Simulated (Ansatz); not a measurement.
**NbN under a change: pressure −2 GPa**

The parent structure is NbN in the rock salt structure (space group Fm-3m, No. 225; a = 4.421 Å).

It is then changed as follows: a negative pressure, −2 GPa.

Level of theory: PBE in Ansatz (plane waves to 420 eV, PAW, no spin-orbit coupling), earlier PAW set. k-mesh 18×18×18 (Γ-centred); smearing 0.05 eV (Fermi–Dirac).

* **Volume per atom**: 10.87 Å³ (base 10.80 Å³)
* **Density**: 8.16 g/cm³ (base 8.22 g/cm³)
* **Lattice parameter a**: 4.431 Å (base 4.421 Å)
* **Shortest interatomic distance**: 2.215 Å (base 2.211 Å)
* **Enthalpy H = E + PV relative to the base's energy**: -0.14 eV/atom
* **Band gap**: zero (base zero)

Cost of the whole job for the changed cell (relaxation, final SCF and bands): about 18 core-seconds (a rough figure).

Load acts through the strain it causes; cell and atoms are relaxed under it. No phonon test of stability was made. All final runs are without spin polarisation.

Ansatz is an electronic-structure program.
